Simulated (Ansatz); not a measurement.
Start from GaS in the beta-GaS type structure (space group P6_3/mmc, No. 194; layered, stacked along the Cartesian z axis).

```
GaS
1.0
    3.53420     0.00000     0.00000
   -1.76710     3.06071     0.00000
    0.00000     0.00000    15.03891
Ga S
4 4
Direct
  0.33333   0.66667   0.66956
  0.66667   0.33333   0.16956
  0.66667   0.33333   0.33044
  0.33333   0.66667   0.83044
  0.33333   0.66667   0.09695
  0.66667   0.33333   0.59695
  0.66667   0.33333   0.90305
  0.33333   0.66667   0.40305
```

Levels (all Ansatz, a first-principles code, PAW): PBEsol-D3(BJ) (420 eV, no spin-orbit coupling); HSE06 (420 eV, spin-orbit coupling left out).

Levels that relaxed their own cell: PBEsol-D3(BJ).

```csv
level,band gap
PBEsol-D3(BJ),1.29 eV
HSE06,2.09 eV
```

Q: What does experiment give, and how far off is each level?

A: Measured: band gap 2.5 eV (temperature not stated; as listed in Manish Kothakonda et al., ACS Materials Au (2022)). Computed minus measured — band gap: PBEsol-D3(BJ) -1.21 eV, HSE06 -0.41 eV (closest: HSE06). Measured values not marked as corrected hold thermal and zero-point effects that the static-lattice runs lack. A measured gap can be an optical one, lowered by exciton binding. Levels without spin-orbit coupling miss its effect on the gap.

Single points use the geometry relaxed with PBEsol-D3(BJ). HSE06 was sampled on its mesh, a few special points and the semilocal edge points, so its gap is an upper bound. Stability against distortions was not tested.
